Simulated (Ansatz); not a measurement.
Effect of isotropic strain +0.50 % on Os

Consider Os in the hcp (Mg type) structure (space group P6_3/mmc, No. 194; a = 2.729 Å, c = 4.309 Å; relaxed with 0.1 eV smearing).

It is then changed as follows: the cell is scaled by 1.0050 in all directions, atoms relaxed at fixed cell.

Method: DFT with PBEsol, PAW potentials and a 420 eV plane-wave cutoff in Ansatz (a quantum-chemistry and plane-wave program), without spin-orbit coupling. k-mesh 24×24×14 (Γ-centred); smearing 0.1 eV (Fermi–Dirac).

The volume per atom grows by 0.21 Å³ (13.90 Å³ → 14.11 Å³) and the space group stays P6_3/mmc (No. 194). The shortest interatomic distance grows by 0.0133 Å to 2.683 Å and the energy goes up by 4.1 meV/atom. The pressure (mean of the normal stresses, compression positive) goes from zero to -6.2 GPa and the band gap stays zero.

Cost of the whole job for the changed cell (relaxation, final SCF and bands): very roughly 20 core-seconds.

No phonon test of stability was made. The final runs are not spin-polarised.
